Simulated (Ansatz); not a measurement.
## Worked example: self-consistent single point of ReRh3 (Fm-3m, 4 atoms in the cell) in Ansatz

Method: LDA (PW92), default PAW files made with PBE (plane waves; Ansatz, a quantum-chemistry and plane-wave program).

The input file:

Ansatz 0.2 input:
```yaml
# ReRh3
crystal:
  lattice:
    - [0.000000, 3.237819, 3.237819]
    - [3.237819, 0.000000, 3.237819]
    - [3.237819, 3.237819, 0.000000]
  atoms:
    - { symbol: Re, position: [0.000000, 0.000000, 0.000000] }
    - { symbol: Rh, position: [0.500000, 0.500000, 0.500000] }
    - { symbol: Rh, position: [0.250000, 0.250000, 0.250000] }
    - { symbol: Rh, position: [0.750000, 0.750000, 0.750000] }
kpoints:
  mp_grid: { grid: [6, 6, 6] }
hamiltonian:
  xc: lda
  pseudopotentials: { kind: paw }
scf:
  occupations: { method: gaussian, width: 0.05 eV }
output:
  forces: true
  eigenvalues: true
  stress: true
```

Output, abridged:

```
WARN basis.ecutwfc = 420 eV, the default
WARN ansatz: RAYON_NUM_THREADS=1 ignored (pool sized by the plan → 1); use --threads N
Pseudopotentials: kind: paw
Pseudopotential: Re, paw, valence charge 15
Pseudopotential: Rh, paw, valence charge 17
Crystal: 4 atoms, lattice volume = 67.887 Å³
Basis set: ecut = 420 eV, 1363 PW (Γ)
Bands: 40, of which v1, the nominal top of the filled ones, is band 33 counted from 1 (32 counted from 0)
Symmetry: 48 space group operations
Space group: Fm-3m (ITA 225), of the structure as read, at distance tolerance 4.1e-5 Å
k-points: 16 of 216
PAW frozen core: Re, regenerated for the run's functional, and the local potential with it
PAW frozen core: Rh, regenerated for the run's functional, and the local potential with it
Initial density: superposition of atomic densities (neutral atoms: chi_scale 0, normalization atom), corrected by the library's trained network
Initial wavefunctions: pseudopotential atomic-orbital guess
Eigensolver: davidson
Functional: x = slater, c = lda
SCF iter   1: F=—  HF=-29440.305931 eV  |F-HF|=—  |Δ(HF+E_count)|=         —  Δρ=1.91e-2  dr2=3.03e-1  ethr=1.77e-3  ⟨swp⟩=5.8  Hψ=2052  notcnv=0
all-band conjugate gradients solve this SCF's bands
preconditioner: auto → Kerker (q_TF=auto, 2.716 Å⁻¹)
SCF iter   2: F=—  HF=-29440.284410 eV  |F-HF|=—  |Δ(HF+E_count)|=   2.15e-2  Δρ=8.39e-3  dr2=6.61e-2  ethr=4.59e-4  ⟨swp⟩=1.6  Hψ=778  notcnv=0
SCF iter   3: F=—  HF=-29440.276638 eV  |F-HF|=—  |Δ(HF+E_count)|=   7.77e-3  Δρ=1.30e-3  dr2=1.10e-3  ethr=1.00e-4  ⟨swp⟩=1.2  Hψ=627  notcnv=0  defer=14
SCF iter   4: F=—  HF=-29440.276505 eV  |F-HF|=—  |Δ(HF+E_count)|=   1.33e-4  Δρ=2.32e-4  dr2=7.79e-5  ethr=1.67e-6  ⟨swp⟩=2.3  Hψ=906  notcnv=0  defer=14
SCF iter   5: F=—  HF=-29440.276506 eV  |F-HF|=—  |Δ(HF+E_count)|=   5.73e-7  Δρ=6.39e-5  dr2=1.33e-6  ethr=1.18e-7  ⟨swp⟩=1.2  Hψ=629  notcnv=0  defer=14
SCF iter   6: F=-29440.276505 eV  HF=-29440.276505 eV  |F-HF|=4.06e-8  |Δ(HF+E_count)|=   2.09e-7  Δρ=1.70e-5  dr2=9.03e-8  ethr=1.52e-10  ⟨swp⟩=7.8  Hψ=2686  notcnv=0
SCF 1 converged in 6 iterations: F = -29440.276505 eV  dr2 = 9.03e-8
SCF converged after 6 iterations
Free energy (F): -29440.276505 eV
Harris-Foulkes:  -29440.276505 eV  (|F-HF|=4.06e-8)
Internal energy: -29440.260434 eV  (E = F + TS)
E sigma→0 (E₀):  -29440.268470 eV
Entropy (-TS):   -0.016071 eV (-4.018 meV/atom)
Fermi energy:    17.623934 eV
--- Per-component energies (eV) ---
  E_band       = -632.167005
  E_kinetic    = 2236.524702
  E_local      = -6385.164890  (includes V_loc(G=0)·N_el)
  E_nonlocal   = 1139.719474
  E_hartree    = 2235.943272
  E_xc         = -1050.649102
  E_vxc        = -1123.616897  (∫ρ·V_xc dr)
  E_paw        = -18793.864400  (= ΣΔE_a)
  E_vpaw       = -971.523353  (= ΣTr[D̂ρ^β])
  E_aug_tail   = 0.002292  (compensation charges beyond the density's cutoff)
  E_ewald      = -8824.958306
  E_core_change = 2.186523  (= ΣΔE_core)
  E_smearing   = -0.016071  (= −TS)
  E_closure    = 0.000000  (closes the sum)
  Σ components = -29440.276505   (vs F -29440.276505, Δ=0.00e0)
--- Forces (eV/Å), atoms counted from 1 ---
  atom   1  Re    -0.00000000     0.00000000     0.00000000
   [... zero for the other atoms too ...]
  max |Σ_I F_I| component: 1.16e-17 eV/Å
--- Stress (GPa, compression-positive) ---
      -40.800897      -0.000000       0.000000
        0.000000     -40.800897       0.000000
        0.000000       0.000000     -40.800897
  P = ⅓ Tr σ = -40.8009 GPa (-408.009 kbar)
  The stress holds the Pulay correction. Without it, at fixed plane waves, as pw.x and ABINIT print it: P = -40.8671 GPa
--- Band table (eV; the first three rows and the last of 16) ---
  k-point 0: bands = ["-63.0905", "-60.5357", "-60.5253", "-60.1368", "-28.4839", "-28.4839", "-28.4839", "-28.4672", "-28.4672", "-28.4672", "-28.0604", "-28.0604", "-28.0604", "-24.8000", "-24.8000", "-24.8000", "10.2323", "12.8894", "12.8894", [...]
  k-point 1: bands = ["-63.0904", "-60.5348", "-60.5259", "-60.1372", "-28.4934", "-28.4863", "-28.4863", "-28.4672", "-28.4672", "-28.4558", "-28.0621", "-28.0583", "-28.0583", "-24.8008", "-24.7995", "-24.7995", "10.6058", "13.1043", "13.1043", [...]
  k-point 2: bands = ["-63.0903", "-60.5325", "-60.5275", "-60.1381", "-28.4939", "-28.4905", "-28.4905", "-28.4676", "-28.4676", "-28.4520", "-28.0654", "-28.0542", "-28.0542", "-24.8022", "-24.7987", "-24.7987", "11.6050", "13.6806", "13.6806", [...]
  k-point 15: bands = ["-63.0901", "-60.5303", "-60.5289", "-60.1392", "-28.5288", "-28.5104", "-28.4965", "-28.4627", "-28.4356", "-28.4333", "-28.0725", "-28.0532", "-28.0451", "-24.8036", "-24.7982", "-24.7958", "12.6836", "13.0034", "13.3266", [...]
```

The run converged in 6 iterations.

The starting cell was generated: these elements placed on a structure prototype, without a prior relaxation; it need not be a known phase or ordering of this composition. Its lattice was rescaled by a random factor within 2.5 % of one. Spin-orbit coupling is off. Spin polarisation is off. With a pressure of about -41 GPa the cell is away from its equilibrium volume at this level. Ansatz's pressure includes its estimate of the finite-basis (Pulay) stress.
